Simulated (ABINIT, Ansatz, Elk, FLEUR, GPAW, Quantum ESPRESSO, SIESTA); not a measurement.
Code comparison for VOs (Pm-3m, 2 atoms in the cell)

Self-consistent single point, at a second geometry (lattice scaled by 0.98). First geometry:

```yaml
crystal:
  lattice:
    - [2.94266, 0.00000, 0.00000]
    - [0.00000, 2.94266, 0.00000]
    - [0.00000, 0.00000, 2.94266]
  atoms:
    - { symbol: V, position: [0.00000, 0.00000, 0.00000], spin: 2.0 }
    - { symbol: Os, position: [0.50000, 0.50000, 0.50000] }
```
(The spins are starting values, not results.)

Shared settings, as Ansatz (a program for electronic structure) writes them: kpoints.mp_grid.grid = 9 9 9; scf.occupations.method = fermi_dirac; scf.occupations.width = 0.1 eV. Potentials and cutoffs stand in the table.

| code | model | ΔF from the first geometry (meV/atom) | pressure (GPa) | cutoff |
|---|---|---|---|---|
| ABINIT | PBEsol, norm-conserving pseudopotentials (PseudoDojo nc-sr-04 PBEsol standard) | 134.3 | 42.53 | 42 Ha |
| FLEUR | PBEsol, all-electron FLAPW (FLEUR), scalar-relativistic valence | 138.4 | – | Kmax 3.5 1/bohr |
| Ansatz | PBEsol, PAW files made with PBE | 135.6 | 42.61 | default |
| Elk | PBEsol, all-electron FP-LAPW, Elk's shipped species files, APW+lo basis with extra local orbitals | 128.1 | – | rgkmax 7.5 |
| SIESTA | GGA PBEsol, numerical atomic orbitals DZP, PseudoDojo PBEsol standard norm-conserving potentials (rewritten from UPF to PSML) | 138.0 | 44.01 | grid 400 Ry |
| Quantum ESPRESSO | PBEsol, PseudoDojo standard norm-conserving (PBESOL) pseudopotentials | 134.3 | 42.53 | 85 Ry |
| GPAW | PBEsol, GPAW PAW datasets PBEsol (made by gpaw-setup) | 137.7 | 43.29 | 800 eV |

A dash marks a value that a program does not give, or that is left out as unsure.

On Ansatz's run: spin-orbit coupling is off. The starting moments vanished: the run ended non-magnetic, which need not be the lowest state. The program warned that a starting moment was not kept.

The spread over the programs that give each value: ΔF from the first geometry within 10.3 meV/atom; pressure within 1.48 GPa.

SIESTA uses small atom-centred bases, whose incompleteness enters pressures, forces and empty levels differently from a plane-wave cutoff. FLEUR and Elk treat all electrons, but the usual bases taken here (sphere radii, linearisation, local orbitals, empty states) were not tested for convergence, so the values are no reference for the others. Ansatz's pressure is given at a fixed set of plane waves, as the other plane-wave codes print theirs; with its correction for the finite basis it is 42.87 GPa (the shift of 0.26 GPa shows how far the cutoff is from converged). In the pressure, SIESTA (by 1.44) lies more than 1 GPa from the median of the plane-wave programs.

The starting cell comes from a database of computed structures (which also holds hypothetical and non-ambient phases and stackings), without a prior relaxation at this level. Its lattice was rescaled by a random factor within 2.5 % of one. For this run, on top of that: lattice scaled by 0.98.

Keys are those of Ansatz 0.2.
